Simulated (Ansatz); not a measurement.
We consider AlB2-type MgB₂, described by RPBE (Ansatz, a quantum-chemistry and plane-wave program, plane waves, PAW).

Run with plane-wave cutoff 520 eV, 24×24×18 k mesh (along the axes of the cell as run), Fermi–Dirac smearing 0.083 eV (set by the program), scalar-relativistic PAW data made under PBE.

Computed at the level's own relaxed cell.

Elastic tensor (GPa, Voigt notation, ions relaxed):

```
  413.0    54.2    29.9     0.0     0.0     0.0
   54.2   413.0    29.9     0.0     0.0     0.0
   29.9    29.9   256.7     0.0     0.0     0.0
    0.0     0.0     0.0    67.6     0.0     0.0
    0.0     0.0     0.0     0.0    67.6     0.0
    0.0     0.0     0.0     0.0     0.0   179.4
```

Task: Work out the Voigt, Reuss and Hill averages of the bulk and shear moduli, Young's modulus and Poisson's ratio from the printed constants.

Result: K_V = [C11 + C22 + C33 + 2(C12 + C13 + C23)]/9 = [1082.7 + 2 × 114.0]/9 = 145.6 GPa. G_V = [1082.7 − 114.0 + 3 × 314.6]/15 = 127.5 GPa. From the compliances S = C⁻¹, K_R = 137.2 and G_R = 103.9 GPa. Hill means: K = 141.4, G = 115.7 GPa. E = 9KG/(3K + G) = 273 GPa, ν = (3K − 2G)/(6K + 2G) = 0.18, K/G = 1.22.
